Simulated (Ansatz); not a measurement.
Surface energy of faces of fcc Al in PBE and in r2SCAN, in Ansatz (plane waves, PAW). Symmetric slabs relaxed with PBE from ideal cuts in 1x1 cells (the lowest computed cut and spin start of each face; real faces may reconstruct in larger cells); r2SCAN values are single points on them, with the bulk at the same level. No spin-orbit coupling, no U.

```csv
face,PBE (J/m²),r2SCAN (J/m²)
(100),0.92,1.06
(110),0.98,1.10
(111),0.82,0.94
(210),1.01,1.16
(211),0.97,1.11
(221),0.94,?
(310),1.02,1.16
(311),0.96,1.12
(320),1.02,1.16
```

Fit a straight line y = a·x + b by least squares to the 8 complete rows (x: PBE (J/m²); y: r2SCAN (J/m²)).

the means are x̄ = 0.9625 and ȳ = 1.1013; Σ(x − x̄)² = 0.031350 and Σ(x − x̄)(y − ȳ) = 0.034275, so a = 1.093 and b = ȳ − a·x̄ = 0.049. The largest residual is 0.021.

What does the line predict for the withheld row, (221), and what did the calculation give?

the line gives 1.08; the calculation gave 1.06, a miss of -0.02, of the size of the fitted rows' scatter and rounding.

Ansatz is a quantum-chemistry and plane-wave program.
